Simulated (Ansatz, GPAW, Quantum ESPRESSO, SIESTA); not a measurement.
# One structure in several programs: Cu₂Te (P1, 6 atoms in the cell)

Self-consistent single point, at a second geometry (atoms moved at random). First geometry:

```yaml
crystal:
  lattice:
    - [4.37244, 0.00000, 0.00000]
    - [-2.18622, 3.78665, 0.00000]
    - [0.00000, 0.00000, 8.65900]
  atoms:
    - { symbol: Cu, position: [0.66667, 0.33333, 0.15195] }
    - { symbol: Cu, position: [0.33333, 0.66667, 0.84805] }
    - { symbol: Cu, position: [0.33333, 0.66667, 0.15195] }
    - { symbol: Cu, position: [0.66667, 0.33333, 0.84805] }
    - { symbol: Te, position: [0.00000, 0.00000, 0.26619] }
    - { symbol: Te, position: [0.00000, 0.00000, 0.73381] }
```

Second geometry:
```
CELL_PARAMETERS angstrom
      4.37244     0.00000     0.00000
     -2.18622     3.78665     0.00000
      0.00000     0.00000     8.65900
ATOMIC_POSITIONS crystal
  Cu 0.66978 0.34279 0.14592
  Cu 0.31336 0.65485 0.85059
  Cu 0.33601 0.67794 0.14712
  Cu 0.65896 0.32285 0.85471
  Te 0.99326 0.99346 0.26416
  Te 0.02864 0.00809 0.73750
```

Shared settings, as Ansatz (a program for electronic structure) writes them: kpoints.mp_grid.grid = 7 7 3; scf.occupations.method = gaussian; scf.occupations.width = 0.136 eV. Potentials and cutoffs stand in the table.

```json
[
 {"code": "Ansatz", "model": "PBEsol, PAW files made with PBE", "ΔF from the first geometry (meV/atom)": "4.3", "pressure (GPa)": "-5.10", "largest force (eV/Å)": "0.582", "cutoff": "default"},
 {"code": "GPAW", "model": "PBEsol, GPAW PAW datasets PBEsol (made by gpaw-setup)", "ΔF from the first geometry (meV/atom)": "5.3", "pressure (GPa)": "-5.00", "largest force (eV/Å)": "0.591", "cutoff": "800 eV"},
 {"code": "SIESTA", "model": "GGA PBEsol, numerical atomic orbitals DZP, PseudoDojo PBEsol standard norm-conserving potentials (rewritten from UPF to PSML)", "ΔF from the first geometry (meV/atom)": "2.5", "pressure (GPa)": "-5.12", "largest force (eV/Å)": "0.571", "cutoff": "grid 400 Ry"},
 {"code": "Quantum ESPRESSO", "model": "PBEsol, PSlibrary PAW (PBE) pseudopotentials", "ΔF from the first geometry (meV/atom)": "4.5", "pressure (GPa)": "-5.37", "largest force (eV/Å)": "0.567", "cutoff": "50 Ry"}
]
```

Size of the force on each atom (eV/Å): Sizes of forces hide their directions.

```tsv
code	Cu1	Cu2	Cu3	Cu4	Te5	Te6
Ansatz	0.205	0.304	0.128	0.185	0.582	0.574
GPAW	0.236	0.318	0.152	0.206	0.591	0.581
SIESTA	0.092	0.418	0.122	0.204	0.418	0.571
Quantum ESPRESSO	0.194	0.316	0.118	0.183	0.555	0.567
```

No clean gap comes from Ansatz, GPAW, SIESTA and Quantum ESPRESSO: levels at the Fermi energy touch, overlap or are partly filled at this smearing.

On Ansatz's run: spin-orbit coupling is off. Spin polarisation is off.

The spread over the programs that give each value: ΔF from the first geometry within 2.8 meV/atom; pressure within 0.37 GPa; largest force within 0.024 eV/Å.

SIESTA uses small atom-centred bases, whose incompleteness enters pressures, forces and empty levels differently from a plane-wave cutoff. Ansatz's pressure is given at a fixed set of plane waves, as the other plane-wave codes print theirs; with its correction for the finite basis it is -5.04 GPa. In the force vectors, SIESTA (by 0.266) lies more than 0.08 eV/Å from the median of the plane-wave programs.

The starting cell comes from a database of computed structures (which also holds hypothetical and non-ambient phases and stackings), without a prior relaxation at this level. Its lattice was rescaled by a random factor within 2.5 % of one. For this run, on top of that: atoms moved at random.

Left out of this page: CP2K (unsound by tests on forces, stress, charge or solver warnings).

Keys are those of Ansatz 0.2.
